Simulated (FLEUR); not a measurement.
Band structure of CoAl (Pm-3m, 2 atoms in the cell).

```yaml
crystal:
  lattice:
    - [2.90690, 0.00000, 0.00000]
    - [0.00000, 2.90690, 0.00000]
    - [0.00000, 0.00000, 2.90690]
  atoms:
    - { symbol: Al, position: [0.50000, 0.50000, 0.50000] }
    - { symbol: Co, position: [0.00000, 0.00000, 0.00000] }
```

Level of theory: PBE, all-electron FLAPW (FLEUR), scalar-relativistic valence.

Settings: Kmax = 4.6 1/bohr; GmaxXC = 18.4 1/bohr; xcFunctional = pbe; jspins = 1; l_soc = F; mode = hist; fermiSmearingEnergy = 0.00183747 Htr; mesh (inpgen div1-3) = 15 15 15; inpgen gamma flag = false; Gmax = 18.4 1/bohr; numbands = 0; maxIterBroyd = 15; imix = Anderson; alpha = 0.05.

The starting cell has typed, rounded lattice constants, without a prior relaxation at this level. Its lattice was rescaled by a random factor within 2.5 % of one. Spin polarisation is off. Values depend on the basis (sphere radii, cutoffs, local orbitals), which need not be converged.

Levels in eV from the Fermi level, bands 6 to 13:
```csv
point,6,7,8,9,10,11,12,13
Γ,-2.71,-0.77,-0.77,-0.77,5.65,5.65,5.65,8.70
X,-2.17,-1.58,-1.58,-0.66,0.16,8.30,10.26,10.26
M,-2.57,-2.57,-1.37,-1.37,-0.21,2.25,3.16,12.03
R,-3.68,-0.18,-0.18,2.36,2.36,2.36,3.57,5.10
```
